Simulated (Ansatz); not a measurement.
Functionals compared on Br on the 1x1 (0001) surface of hcp Ru, one in a 2x2 cell, started at the site 'hollow Ru-Ru-Ru', in Ansatz (plane waves, PAW). The structure was relaxed with PBE; the other rows are single points on it, each with its references at the same level. Cutoff 420 eV (500 eV for r2SCAN).

Set-up: 17 atoms, 6.3 Å thick at the start under the adsorbate (thin: gaps and levels are the slab's own); mesh 6x6x1; 0.1 eV smearing; dipole correction on; 8 atoms held, the rest relaxed; held to the start's symmetry, so lower structures may exist; no spin, no spin-orbit, no U, no dispersion correction. At the end it is bonded to 3 Ru. In PBE it is, or lies within 0.03 eV of, the lowest of the starts that converged. These notes are the PBE run's. Adsorption energies are against ½ Br2(g). A negative adsorption energy means that the adsorbate is more stable on the surface than in its reference.

```json
[
 {"functional": "PBE", "adsorption energy (eV)": "-2.25", "work function of the top face (eV)": "4.51", "change of the work function (eV)": "-0.49", "rough cost of the single point": "–"},
 {"functional": "RPBE", "adsorption energy (eV)": "-1.97", "work function of the top face (eV)": "4.41", "change of the work function (eV)": "-0.42", "rough cost of the single point": "roughly 80 core-seconds"},
 {"functional": "r2SCAN", "adsorption energy (eV)": "-2.57", "work function of the top face (eV)": "4.62", "change of the work function (eV)": "-0.38", "rough cost of the single point": "around 3 core-minutes (rough)"}
]
```

Ansatz is a quantum-chemistry and plane-wave program.
